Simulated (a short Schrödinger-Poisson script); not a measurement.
Structure: MOS inversion layer, Si3N4 on p-type Si(100), at 300 K.

| layer | material | thickness (nm) | Na (cm⁻³) |
|---|---|---|---|
| 1 | Si3N4 | 4.4 | - |
| 2 | Si | 1900 | 5.1e16 |

The device is made up for the run: typed textbook-type constants, with dimensions and the other settings drawn at random. Si3N4: permittivity 7.5, conduction-band edge (eV) 1.95, gap (eV) 5.1, electron mass (mₑ) 0.5. Si: permittivity 11.7, conduction-band edge (eV) 0, gap (eV) 1.124, Nv at 300 K (cm⁻³) 3.1e19.

Channel valleys (confinement mass, in-plane density-of-states mass, number): Δ2 0.916, 0.19, 2; Δ4 0.19, 0.417, 4. At the gate the conduction-band edge of layer 1 lies 2.07 eV − eVg above the Fermi level of the channel; the field vanishes at the back. Gaps are held at their typed values at every temperature. Mesh 0.03 nm at interfaces.

From a short Schrödinger-Poisson script (our own, NumPy): 1D Poisson equation in equilibrium, electrons quantum, Hartree (BenDaniel-Duke, 12 states a valley, the channel's in-plane mass for all, wave functions free to enter the dielectric), parabolic valleys, classical holes, full ionisation, no traps, pinning or gate leakage.

**Question.** List the lowest subbands of each valley and their electrons at Vg = 1.7 V.

**Answer.** 
```csv
valley,subband,energy from the Fermi level (meV),electrons (cm⁻²),share (%)
Δ2,0,-33.9,6.36e12,54.1
Δ2,1,60.6,3.76e11,3.2
Δ2,2,102.0,7.85e10,0.7
Δ4,0,31.2,4.71e12,40.1
Δ4,1,123.7,1.50e11,1.3
Δ4,2,173.3,2.21e10,0.2
```

All electrons: 1.17e13 cm⁻².
